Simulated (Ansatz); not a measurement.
Pressure series in BaO

The parent structure is BaO in the rock salt structure (space group Fm-3m, No. 225).

```
BaO
1.0
    0.00000     2.78671     2.78671
    2.78671     0.00000     2.78671
    2.78671     2.78671     0.00000
O Ba
1 1
Direct
  0.00000   0.00000   0.00000
  0.50000   0.50000   0.50000
```

Cell and atoms are relaxed at each pressure.

The values are results of Ansatz (a quantum-chemistry and plane-wave program) PBE, no SOC, not measurements.

```tsv
change	electron mass	band gap	shortest interatomic distance
base	1.2 mₑ along k, 0.40 mₑ across (at X)	2.10 eV	2.787 Å
pressure −2 GPa	___	2.19 eV	2.816 Å
pressure −1 GPa	1.2 mₑ along k, 0.40 mₑ across (at X)	2.15 eV	2.801 Å
pressure 2.1 GPa	1.2 mₑ along k, 0.39 mₑ across (at X)	___	2.761 Å
pressure 4.5 GPa	1.2 mₑ along k, 0.38 mₑ across (at X)	1.91 eV	___
pressure 9 GPa	1.2 mₑ along k, 0.38 mₑ across (at X)	1.72 eV	2.693 Å
pressure 15 GPa	1.2 mₑ along k, 0.37 mₑ across (at X)	1.49 eV	2.648 Å
pressure 22.5 GPa	1.2 mₑ along k, 0.36 mₑ across (at X)	1.22 eV	2.604 Å
pressure 30 GPa	1.2 mₑ along k, 0.35 mₑ across (off the special points)	0.96 eV	___
```

### Question
Some entries are withheld; estimate them.

### Answer

- pressure −2 GPa, electron mass: 1.3 mₑ along k, 0.40 mₑ across (at X)
- pressure 2.1 GPa, band gap: 2.01 eV
- pressure 4.5 GPa, shortest interatomic distance: 2.734 Å
- pressure 30 GPa, shortest interatomic distance: 2.567 Å

Load acts through the strain it causes; cell and atoms are relaxed under it. Masses are band curvatures over ±0.01 Å⁻¹ around the edge. Along k means along the line from Γ to the band edge. No phonon test of stability was made. Competing high-pressure phases were not computed.
